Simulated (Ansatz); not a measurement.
Start from BeTe in the zinc blende structure (space group F-43m, No. 216).

```xyz
2
Lattice="0.0000 2.8318 2.8318 2.8318 0.0000 2.8318 2.8318 2.8318 0.0000" Properties=species:S:1:pos:R:3 pbc="T T T"
Be     0.0000     0.0000     0.0000
Te     1.4159     1.4159     1.4159
```

Method: PBE (Ansatz, a program for electronic structure, PAW, no spin-orbit coupling).

```json
[
 {"level": "PBE", "band gap": "2.03 eV", "lattice parameter a": "5.664 Å"}
]
```

Q: What does experiment give, and how far off is each level?

A: Measured: band gap 2.8 eV (temperature not stated; as listed in Das, Protik, Mohammadi, Mohammad, Bazhirov, Timur, arXiv (2018)); lattice parameter a 5.626 Å (temperature not stated; as listed in Fabio Bernardini, Maria Peressi, Vincenzo Fiorentini, Phys. Rev. B (2000)). Computed minus measured — band gap: PBE -0.77 eV; lattice parameter a: PBE +0.7 %. Measured values not marked as corrected hold thermal and zero-point effects that the static-lattice runs lack. A measured gap can be an optical one, lowered by exciton binding. Levels without spin-orbit coupling miss its lowering of the gap, often about a third of the valence-band splitting.

Spin-orbit coupling, missing from the scalar runs, can matter with Te. Stability against distortions was not tested.
